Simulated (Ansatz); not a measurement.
AlAs, response to strain

Consider AlAs in the wurtzite structure (space group P6_3mc, No. 186; a = 4.003 Å, c = 6.581 Å; a model cell, its experimental status unchecked).

Strains are applied to the cell and any free atomic positions relax.

The values are results of DFT with PBEsol, PAW potentials and a 420 eV plane-wave cutoff in Ansatz (an electronic-structure program), spin-orbit coupling left out, not measurements.

Notes on the quantities. pressure: mean of the normal stresses, compression positive.

```csv
isotropic strain (%),pressure (GPa)
-2.24,5.7
-1.5,?
-0.77,1.8
0,0.0
3.41,-5.8
```

Fit P = P₀ − Bδ + Cδ² with δ = (1 + ε)³ − 1 to the rows shown and predict the withheld row.

Least squares on the printed values gives P₀ = 0.0 GPa, B = 74.5 GPa (at held cell shape), C = 187 GPa (largest residual 0.0 GPa); this predicts 3.7 GPa, and the run gives 3.6 GPa, in agreement.

Stability against distortions was not tested. This is not the structure that AlAs has at room temperature and ambient pressure.
